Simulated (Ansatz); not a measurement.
Checking a run of Ansatz (a program for electronic structure) on Te₃Se (P6_3/mmc, 8 atoms in the cell). The aim is a self-consistent single point with DFT, PBEsol, plane waves, PAW files made with PBE.

Cell that was meant: a = 7.8601 Å, b = 7.8601 Å, c = 4.3022 Å, α = 90.00°, β = 90.00°, γ = 120.00°.

Part of the input:

Ansatz 0.2 input:
```yaml
    - { symbol: Te, position: [0.17126500, 0.82873500, 0.25000000] }
    - { symbol: Se, position: [0.66666700, 0.33333300, 0.25000000] }
    - { symbol: Se, position: [0.33333300, 0.66666700, 0.75000000] }
basis:
  ecutwfc: 125.0
kpoints:
  mp_grid:
    grid: [4, 4, 5]
```

Log, with long lists cut:

```
   [... lines left out ...]
PAW frozen core: Se, regenerated for the run's functional, and the local potential with it
Initial density: superposition of atomic densities (chi_scale 0.1, normalization cell, long waves kept (reshape's long-wave potential 0.13 eV rms))
Initial wavefunctions: pseudopotential atomic-orbital guess
Eigensolver: davidson
Functional: x = pbesol(κ = 0.804, μ = 0.12345679012345678), c = pbesol(β = 0.046)
SCF iter   1: F=—  HF=-51611.610705 eV  |F-HF|=—  |Δ(HF+E_count)|=         —  Δρ=3.57e-1  dr2=1.83e2  ethr=3.10e-3  ⟨swp⟩=6.3  Hψ=3209  notcnv=0  defer=4
all-band conjugate gradients solve this SCF's bands
preconditioner: auto → LDOS
SCF iter   2: F=—  HF=-51461.704601 eV  |F-HF|=—  |Δ(HF+E_count)|=    1.50e2  S|Δr|=    0.00e0  Δρ=1.50e-1  dr2=6.21e1  ethr=3.10e-3  ⟨swp⟩=4.0  Hψ=2571  notcnv=0  defer=58
   [... lines left out ...]
SCF iter   8: F=—  HF=-51430.872406 eV  |F-HF|=—  |Δ(HF+E_count)|=   9.29e-7  S|Δr|=    0.00e0  Δρ=1.75e-5  dr2=2.23e-6  ethr=1.06e-7  ⟨swp⟩=1.9  Hψ=1026  notcnv=0  defer=60
SCF iter   9: F=—  HF=-51430.862079 eV  |F-HF|=—  |Δ(HF+E_count)|=   1.03e-2  S|Δr|=    0.00e0  Δρ=9.86e-6  dr2=3.28e-7  ethr=1.74e-9  ⟨swp⟩=2.0  Hψ=1662  notcnv=0  defer=60
SCF iter  10: F=-51430.862079 eV  HF=-51430.862079 eV  |F-HF|=4.64e-9  |Δ(HF+E_count)|=   4.06e-8  S|Δr|=    0.00e0  Δρ=3.22e-6  dr2=3.28e-8  ethr=7.81e-11  ⟨swp⟩=10.2  Hψ=3120  notcnv=0
SCF 1 converged in 10 iterations: F = -51430.862079 eV  dr2 = 3.28e-8
Stability not checked (fill_not_monotonic)
Free energy (F): -51430.862079 eV
Internal energy: -51430.868306 eV  (E = F + TS)
E sigma→0 (E₀):  -51430.864155 eV
Entropy (-TS):   0.006227 eV (0.778 meV/atom)
Fermi energy:    8.712017 eV
--- Forces (eV/Å), atoms counted from 1 ---
  atom   1  Te     1.39410371     0.80488615     0.00000000
  atom   2  Te    -1.39410371    -0.80488615     0.00000000
  atom   3  Te     0.00000000     1.60977230     0.00000000
   [... lines left out ...]
  atom   8  Se    -0.00000000    -0.00000000     0.00000000
--- Stress (GPa, compression-positive) ---
       -4.527271       0.000000       0.000000
       -0.000000      -4.527271      -0.000000
        0.000000      -0.000000     -41.655868
  P = ⅓ Tr σ = -16.9035 GPa (-169.035 kbar)
  The stress holds the Pulay correction. Without it, at fixed plane waves, as pw.x and ABINIT print it: P = -1725.5885 GPa
```

### Question
Is anything amiss in this input, and did it matter?

### Answer
The run is not sound. The fault is a basis or grid far too coarse for these potentials. The error of an incomplete plane-wave basis or grid does not cancel at such settings. To fix it, restore the cutoff that the potentials need and check convergence. The run converged in 10 iterations without an error; against the sound input the free energy rises by 103 eV/atom, the pressure goes from -2.90 to -16.90 GPa and the largest force goes from 0.049 to 1.610 eV/Å. At a fixed set of plane waves, without the program's Pulay estimate, the pressure is -1725.59 GPa against -2.93 GPa.

An input that runs soundly differs in these lines (not the only fix; some lines may just follow from the change or write a value another way):
```diff
-basis:
-  ecutwfc: 125.0
```

With that input, the run converged in 10 iterations: free energy E − TS (on the zero of these files) -52256.6796 eV; Fermi level (on the code's own zero) 9.72 eV; pressure -2.90 GPa; largest force (vector length) 0.049 eV/Å (DFT, PBEsol, plane waves, PAW files made with PBE).

On the sound input: the starting cell comes from a database of computed structures (which also holds hypothetical and non-ambient phases and stackings), without a prior relaxation at this level. Spin-orbit coupling is off. Ansatz's pressure includes its estimate of the finite-basis (Pulay) stress. The run gives no clean gap (levels at the Fermi energy touch, overlap or are partly filled at this smearing), which alone does not show that the compound is a metal.
